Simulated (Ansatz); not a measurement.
Data:

End structure of the (100) surface of rock-salt TaC, Mg on all Ta sites of the top plane (bottom of the slab: a bare face, its two planes held):

```yaml
crystal:
  lattice:
    - [3.16473, 0.00000, 0.00000]
    - [0.00000, 3.16473, 0.00000]
    - [0.00000, 0.00000, 27.50000]
  atoms:
    - { symbol: C, position: [0.00000, 0.00000, 0.29973] }
    - { symbol: Ta, position: [0.50000, 0.50000, 0.29973] }
    - { symbol: C, position: [0.50000, 0.50000, 0.38110] }
    - { symbol: Ta, position: [0.00000, 0.00000, 0.38110] }
    - { symbol: C, position: [0.00000, 0.00000, 0.46284] }
    - { symbol: Ta, position: [0.50000, 0.50000, 0.46113] }
    - { symbol: C, position: [0.50000, 0.50000, 0.54360] }
    - { symbol: Ta, position: [0.00000, 0.00000, 0.54550] }
    - { symbol: C, position: [0.00000, 0.00000, 0.62408] }
    - { symbol: Ta, position: [0.50000, 0.50000, 0.63634] }
    - { symbol: C, position: [0.50000, 0.50000, 0.70863] }
    - { symbol: Mg, position: [0.00000, 0.00000, 0.71669] }
```

Slab: 12 atoms, 11.0 Å thick at the start; k 12x12x1, smearing 0.1 eV, dipole-corrected; 4 atoms held, the rest relaxed; held to the start's symmetry, so lower structures may exist; no spin, no spin-orbit, no U. In PBE it lies 0.33 eV a 1x1 cell over the lowest computed structure of the same composition (Mg on all Ta sites of the second plane).

Q: Predict the work function of the top face from PBE in Ansatz (a first-principles code).

A: 4.14 eV
